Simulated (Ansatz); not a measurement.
By hand: formation energy of 2 O_i in W (bcc, Im-3m)

Subject: the formation energy of 2 O_i in W (bcc, Im-3m). Reaction: 16 W (bcc) + O2 (gas) → cell A.

A: a supercell of 16 sites of W (bcc, Im-3m) with two times O off the lattice sites (4 W at 1.95 Å); the closest two of these centres are 4.5 Å apart; spin state with PBE: run without spin.

Ansatz (an electronic-structure program) with PAW potentials; structures come from PBE relaxations, nuclei static, no net charge. Ansatz runs with its default PAW set. Other levels take these structures. The lattices are those relaxed with PBE, so at other levels the solids can be strained, which adds to the spread. A dispersion term (D3(BJ), or D4 for r2SCAN) was computed beside these levels and is taken off wherever the name lacks it. The runs are scalar-relativistic, without spin-orbit coupling. The d electrons get no Hubbard U. The cell is small for its defects, so this is an ordered compound on the host's lattice rather than an isolated defect. Cell A has symmetry P-42m and got no random move, so less symmetric positions, which may lie lower, weren't tried.

Total energies of the cells in eV, at zero smearing width. They compare only within one column; the weights balance every element.

| cell | atoms | weight | r2SCAN | r2SCAN+D4 |
|---|---|---|---|---|
| A: W:2 O_i | 18 | +1 | -167487.13038 | -167490.86218 |
| W (bcc) | 16 | −1 | -166356.72676 | -166360.17964 |
| O2 (gas) | 2 | −1 | -1131.96020 | -1131.96199 |

r2SCAN: (-167487.13038) − (-166356.72676) − (-1131.96020) = 1.557 eV.

r2SCAN+D4: (-167490.86218) − (-166360.17964) − (-1131.96199) = 1.279 eV.
